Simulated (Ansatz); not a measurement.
## A computed series for Mo: pressure series

Take Mo in the bcc (W type) structure (space group Im-3m, No. 229; a = 3.1296 Å) as the base.

Cell and atoms are relaxed at each pressure.

The values are results of PBEsol, PAW, 420 eV (Ansatz, a first-principles code; no spin-orbit coupling), not measurements.

Notes on the quantities. enthalpy: H = E + PV relative to the base's energy.

| change | enthalpy | lattice parameter a |
|---|---|---|
| base | – | 313.0 pm |
| pressure −2 GPa | -0.19 eV/atom | 313.7 pm |
| pressure −1 GPa | -0.10 eV/atom | 313.3 pm |
| pressure 0.9 GPa | +0.09 eV/atom | 312.6 pm |
| pressure 2.1 GPa | +0.20 eV/atom | 312.2 pm |
| pressure 4.5 GPa | +0.43 eV/atom | 311.3 pm |
| pressure 9 GPa | +0.85 eV/atom | ? |
| pressure 15 GPa | +1.40 eV/atom | 308.0 pm |
| pressure 22.5 GPa | +2.08 eV/atom | 305.8 pm |
| pressure 30 GPa | +2.74 eV/atom | ? |

Q: Complete the table.

A: 
- pressure 9 GPa, lattice parameter a: 309.8 pm
- pressure 30 GPa, lattice parameter a: 303.8 pm

Load acts through the strain it causes; cell and atoms are relaxed under it. No phonon test of stability was made. No other phases were tried under pressure. The final runs are not spin-polarised.
